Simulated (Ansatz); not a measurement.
Worked example: self-consistent single point of a (001) slab of KMgF3 (cut from a parent of space group no. 221; 10 atoms in the cell) in Ansatz (a first-principles code)

Level of theory: LDA (PW92), default PAW files made with PBE (plane waves; Ansatz).

Input:

Ansatz 0.2 input:
```yaml
# KMgF3
crystal:
  lattice:
    - [4.009950, 0.000000, 0.000000]
    - [0.000000, 4.009950, 0.000000]
    - [0.000000, 0.000000, 20.014908]
  atoms:
    - { symbol: K, position_ang: [0.000000, 0.000000, 9.005007] }
    - { symbol: Mg, position_ang: [2.004975, 2.004975, 6.999994] }
    - { symbol: F, position_ang: [2.004975, 0.000000, 6.999994] }
    - { symbol: F, position_ang: [0.000000, 2.004975, 6.999994] }
    - { symbol: F, position_ang: [2.004975, 2.004975, 9.005007] }
    - { symbol: K, position_ang: [0.000000, 0.000000, 13.014914] }
    - { symbol: Mg, position_ang: [2.004975, 2.004975, 11.010001] }
    - { symbol: F, position_ang: [2.004975, 0.000000, 11.010001] }
    - { symbol: F, position_ang: [0.000000, 2.004975, 11.010001] }
    - { symbol: F, position_ang: [2.004975, 2.004975, 13.014914] }
basis:
  ecutwfc: 30.9 Ry
kpoints:
  mp_grid:
    grid: [6, 6, 1]
hamiltonian:
  xc: lda
  pseudopotentials:
    kind: paw
scf:
  occupations:
    method: fermi_dirac
    width: 0.0015 Ry
output:
  forces: true
  eigenvalues: true
  stress: true
```

Output (repeated stretches shortened):

```
WARN ansatz: RAYON_NUM_THREADS=1 ignored (pool sized by the plan → 1); use --threads N
Pseudopotentials: kind: paw
Pseudopotential: K, paw, valence charge 9
Pseudopotential: Mg, paw, valence charge 10
Pseudopotential: F, paw, valence charge 7
Crystal: 10 atoms, lattice volume = 321.834 Å³
Basis set: ecut = 420.4159175005146 eV, 6275 PW (Γ)
Bands: 50, of which v1, the nominal top of the filled ones, is band 40 counted from 1 (39 counted from 0)
Symmetry: 8 space group operations
Space group: P4mm (ITA 99), of the structure as read, at distance tolerance 6.9e-5 Å
k-points: 10 of 36
PAW frozen core: K, regenerated for the run's functional, and the local potential with it
PAW frozen core: Mg, regenerated for the run's functional, and the local potential with it
PAW frozen core: F, regenerated for the run's functional, and the local potential with it
Initial density: superposition of atomic densities (neutral atoms: chi_scale 0, normalization atom), corrected by the library's trained network
Initial wavefunctions: pseudopotential atomic-orbital guess
Eigensolver: davidson
Functional: x = slater, c = lda
SCF iter   1: F=—  HF=-11573.755318 eV  |F-HF|=—  |Δ(HF+E_count)|=         —  Δρ=1.20e-2  dr2=3.27e-1  ethr=1.77e-3  ⟨swp⟩=8.6  Hψ=2288  notcnv=0  defer=3
all-band conjugate gradients solve this SCF's bands
preconditioner: auto → Resta (q_TF=auto, 2.163 Å⁻¹)
SCF iter   2: F=—  HF=-11573.659682 eV  |F-HF|=—  |Δ(HF+E_count)|=   9.56e-2  Δρ=4.39e-3  dr2=2.29e-2  ethr=4.09e-4  ⟨swp⟩=2.5  Hψ=946  notcnv=0  defer=43
SCF iter   3: F=—  HF=-11573.651764 eV  |F-HF|=—  |Δ(HF+E_count)|=   7.92e-3  Δρ=1.31e-3  dr2=3.39e-3  ethr=2.86e-5  ⟨swp⟩=2.6  Hψ=847  notcnv=0  defer=43
SCF iter   4: F=—  HF=-11573.650754 eV  |F-HF|=—  |Δ(HF+E_count)|=   1.01e-3  Δρ=3.94e-4  dr2=2.70e-4  ethr=4.24e-6  ⟨swp⟩=3.0  Hψ=753  notcnv=0  defer=43
SCF iter   5: F=—  HF=-11573.650703 eV  |F-HF|=—  |Δ(HF+E_count)|=   5.13e-5  Δρ=1.50e-4  dr2=4.13e-5  ethr=3.38e-7  ⟨swp⟩=2.2  Hψ=775  notcnv=0  defer=43
SCF iter   6: F=—  HF=-11573.650935 eV  |F-HF|=—  |Δ(HF+E_count)|=   2.31e-4  Δρ=2.49e-5  dr2=9.02e-7  ethr=5.16e-8  ⟨swp⟩=2.0  Hψ=826  notcnv=0  defer=43
SCF iter   7: F=—  HF=-11573.650935 eV  |F-HF|=—  |Δ(HF+E_count)|=   3.26e-7  Δρ=7.47e-6  dr2=1.08e-7  ethr=1.25e-10  ⟨swp⟩=14.8  Hψ=2758  notcnv=0
SCF iter   8: F=-11573.650935 eV  HF=-11573.650935 eV  |F-HF|=8.64e-9  |Δ(HF+E_count)|=   1.99e-8  Δρ=2.45e-6  dr2=1.10e-8  ethr=1.25e-10  ⟨swp⟩=5.2  Hψ=1874  notcnv=0
SCF 1 converged in 8 iterations: F = -11573.650935 eV  dr2 = 1.10e-8
SCF converged after 8 iterations
Free energy (F): -11573.650935 eV
Harris-Foulkes:  -11573.650935 eV  (|F-HF|=8.64e-9)
Internal energy: -11573.650935 eV  (E = F + TS)
E sigma→0 (E₀):  -11573.650935 eV
Fermi energy:    -0.305639 eV
--- Per-component energies (eV) ---
  E_band       = -1477.165197
  E_kinetic    = 1894.706049
  E_local      = -52247.751886  (includes V_loc(G=0)·N_el)
  E_nonlocal   = 676.155121
  E_hartree    = 24865.596860
  E_xc         = -794.165527
  E_vxc        = -1011.256062  (∫ρ·V_xc dr)
  E_paw        = -3152.893027  (= ΣΔE_a)
  E_vpaw       = -520.219119  (= ΣTr[D̂ρ^β])
  E_aug_tail   = 0.012260  (compensation charges beyond the density's cutoff)
  E_ewald      = 17183.193745
  E_core_change = 1.495469  (= ΣΔE_core)
  E_smearing   = -0.000000  (= −TS)
  E_closure    = -0.000000  (closes the sum)
  Σ components = -11573.650935   (vs F -11573.650935, Δ=0.00e0)
--- Forces (eV/Å), atoms counted from 1 ---
  atom   1  K     -0.00000000     0.00000000    -0.07463082
  atom   2  Mg     0.00000000    -0.00000000     1.22528137
  atom   3  F     -0.00000000     0.00000000    -0.25264717
  atom   4  F     -0.00000000     0.00000000    -0.25264717
  atom   5  F     -0.00000000     0.00000000    -0.11421058
  atom   6  K     -0.00000000     0.00000000    -0.46457346
  atom   7  Mg     0.00000000    -0.00000000     0.25808162
  atom   8  F     -0.00000000    -0.00000000    -0.02249732
  atom   9  F     -0.00000000    -0.00000000    -0.02249732
  atom  10  F     -0.00000000     0.00000000    -0.27932450
  max |Σ_I F_I| component: 3.35e-4 eV/Å
--- Stress (GPa, compression-positive) ---
       -3.463376       0.000000      -0.000000
        0.000000      -3.463376       0.000000
       -0.000000       0.000000      -1.992770
  P = ⅓ Tr σ = -2.9732 GPa (-29.732 kbar)
  The stress holds the Pulay correction. Without it, at fixed plane waves, as pw.x and ABINIT print it: P = -3.2748 GPa
--- Band table (eV; the first three rows and the last of 10) ---
  k-point 0: bands = ["-74.1093", "-73.0693", "-41.6091", "-41.5099", "-41.5099", "-40.5174", "-40.5174", "-40.5048", "-29.0974", "-28.4396", "-22.8675", "-22.7601", "-22.3683", "-22.2628", "-22.2381", "-21.4723", "-12.8540", "-12.7037", "-12.7037", [...]
  k-point 1: bands = ["-74.1093", "-73.0693", "-41.6091", "-41.5114", "-41.5099", "-40.5191", "-40.5174", "-40.5047", "-29.0929", "-28.4334", "-22.8347", "-22.7182", "-22.3722", "-22.2863", "-22.2630", "-21.4792", "-12.8543", "-12.7200", "-12.6938", [...]
  k-point 2: bands = ["-74.1093", "-73.0693", "-41.6090", "-41.5143", "-41.5098", "-40.5224", "-40.5173", "-40.5046", "-29.0838", "-28.4211", "-22.7572", "-22.6105", "-22.3959", "-22.3472", "-22.3190", "-21.4926", "-12.8542", "-12.7529", "-12.6738", [...]
  k-point 9: bands = ["-74.1092", "-73.0692", "-41.6088", "-41.5155", "-41.5155", "-40.5239", "-40.5239", "-40.5044", "-29.0656", "-28.3977", "-22.5172", "-22.4379", "-22.4379", "-22.4173", "-22.4173", "-21.4965", "-12.8666", "-12.8631", "-12.8631", [...]
```

The run converged in 8 iterations.

The starting cell has typed, rounded lattice constants, without a prior relaxation at this level. The slab is cut from that crystal, and its faces are unrelaxed. Its lattice was rescaled by up to half a per cent. Spin polarisation is off, though cut faces can carry moments; a gap of a slab can lie between surface states. The two faces of this cut differ, and no dipole correction was used. Forces in this geometry exceed 1 eV/Å.
